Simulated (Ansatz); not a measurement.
Results of r²SCAN0 (Ansatz, a program for electronic structure, plane waves, PAW) for Ca2Si (Fm-3m, No. 225, 3 atoms in the cell; start mp-1009733).

Run with plane-wave cutoff 520 eV, 6×6×6 k mesh, Fermi–Dirac smearing 0.01 eV, scalar-relativistic PAW data made under PBE.

Cell (relaxed with PBEsol):

```xyz
3
Lattice="0.0000 3.5460 3.5460 3.5460 0.0000 3.5460 3.5460 3.5460 0.0000" Properties=species:S:1:pos:R:3 pbc="T T T"
Ca     5.3190     5.3190     5.3190
Ca     1.7730     1.7730     1.7730
Si     0.0000     0.0000     0.0000
```

Task: Give the computed band gap, smallest direct gap on the k points sampled and direct gap at Γ.

Result: 
- band gap = 1.76 eV (on the SCF k mesh) (indirect)
- smallest direct gap on the k points sampled = 1.79 eV
- direct gap at Γ = 3.71 eV

Note: cell and atoms aren't relaxed at this level (pressure 1.4 GPa).

Computed values are for the static lattice.

A start named mp-… is a Materials Project structure, which need not be a measured phase.
